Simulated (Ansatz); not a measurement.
Input and output of a self-consistent single point for Na₃Y (Pm-3m, 4 atoms in the cell) (Ansatz, an electronic-structure program).

Computed with LDA (PW92), default PAW files made with PBE (plane waves; Ansatz).

The change in words: lattice scaled by 1.015; basis.ecutwfc: 30.9 Ry → 18.4 Ry. Reference geometry:
```xyz
4
Lattice="4.9396 0.0000 0.0000 0.0000 4.9396 0.0000 0.0000 0.0000 4.9396" Properties=species:S:1:pos:R:3 pbc="T T T"
Na     0.0000     2.4698     2.4698
Na     2.4698     2.4698     0.0000
Na     2.4698     0.0000     2.4698
Y      0.0000     0.0000     0.0000
```

Reference input (self-consistent single point, DFT, LDA (PW92), plane waves, default PAW files made with PBE): basis.ecutwfc = 30.9 Ry; kpoints.mp_grid.grid = 6 6 6; kpoints.mp_grid.shift = 0.5 0.5 0.5; hamiltonian.xc = lda; hamiltonian.pseudopotentials = {kind: paw} (the program's default PAW files); scf.occupations.method = cold; scf.occupations.width = 0.01 Ry. This run's input differs from it in these lines:

Ansatz 0.2 input:
```diff
@@ -2,5 +2,5 @@
   lattice:
-    - [4.939607, 0.000000, 0.000000]
-    - [0.000000, 4.939607, 0.000000]
-    - [0.000000, 0.000000, 4.939607]
+    - [5.013701, 0.000000, 0.000000]
+    - [0.000000, 5.013701, 0.000000]
+    - [0.000000, 0.000000, 5.013701]
   atoms:
@@ -11,3 +11,3 @@
 basis:
-  ecutwfc: 30.9 Ry
+  ecutwfc: 18.4 Ry
 kpoints:
```

Output, abridged:

```
SCF iter   1: F=—  HF=-8142.592306 eV  |F-HF|=—  |Δ(HF+E_count)|=         —  Δρ=1.49e-2  dr2=9.44e-2  ethr=1.77e-3  ⟨swp⟩=4.4  Hψ=846  notcnv=0
all-band conjugate gradients solve this SCF's bands
preconditioner: auto → Kerker (q_TF=auto, 2.234 Å⁻¹)
SCF iter   2: F=—  HF=-8142.516951 eV  |F-HF|=—  |Δ(HF+E_count)|=   7.54e-2  S|Δr|=    0.00e0  Δρ=4.45e-3  dr2=1.12e-2  ethr=2.48e-4  ⟨swp⟩=2.0  Hψ=440  notcnv=0
   [... lines left out ...]
SCF iter   5: F=—  HF=-8142.512757 eV  |F-HF|=—  |Δ(HF+E_count)|=   2.25e-5  S|Δr|=    0.00e0  Δρ=5.27e-5  dr2=5.48e-6  ethr=1.73e-7  ⟨swp⟩=2.3  Hψ=296  notcnv=0
SCF iter   6: F=—  HF=-8142.512757 eV  |F-HF|=—  |Δ(HF+E_count)|=   1.12e-7  S|Δr|=    0.00e0  Δρ=1.04e-5  dr2=3.88e-7  ethr=1.44e-8  ⟨swp⟩=1.4  Hψ=288  notcnv=0
SCF iter   7: F=-8142.512757 eV  HF=-8142.512757 eV  |F-HF|=1.69e-8  |Δ(HF+E_count)|=   2.14e-8  S|Δr|=    0.00e0  Δρ=3.44e-6  dr2=5.02e-8  ethr=2.63e-10  ⟨swp⟩=4.5  Hψ=763  notcnv=0
SCF 1 converged in 7 iterations: F = -8142.512757 eV  dr2 = 5.02e-8
Stability not checked (fill_not_monotonic)
Free energy (F): -8142.512757 eV
Internal energy: -8142.498777 eV  (E = F + TS)
E sigma→0 (E₀):  -8142.508097 eV
Entropy (-TS):   -0.013980 eV (-3.495 meV/atom)
Fermi energy:    3.963903 eV
--- Forces (eV/Å), atoms counted from 1 ---
  atom   1  Na     0.00000000     0.00000000     0.00000000
   [... zero for the other atoms too ...]
--- Stress (GPa, compression-positive) ---
       -0.145934       0.000000      -0.000000
        0.000000      -0.145934       0.000000
        0.000000       0.000000      -0.145934
  P = ⅓ Tr σ = -0.1459 GPa (-1.459 kbar)
  The stress holds the Pulay correction. Without it, at fixed plane waves, as pw.x and ABINIT print it: P = -11.9630 GPa
```

The run converged in 7 iterations. Against the reference run the free energy goes up by 343 meV/atom and the pressure goes from 0.61 to -0.15 GPa.

The starting cell was generated: these elements placed on a structure prototype, without a prior relaxation; it need not be a known phase or ordering of this composition. Its lattice was rescaled by a random factor within 2.5 % of one. For this run, on top of that: lattice scaled by 1.015. Ansatz's pressure includes its estimate of the finite-basis (Pulay) stress. Without the estimate this run gives -11.96 GPa. The cutoff lies below the one recommended for these files.
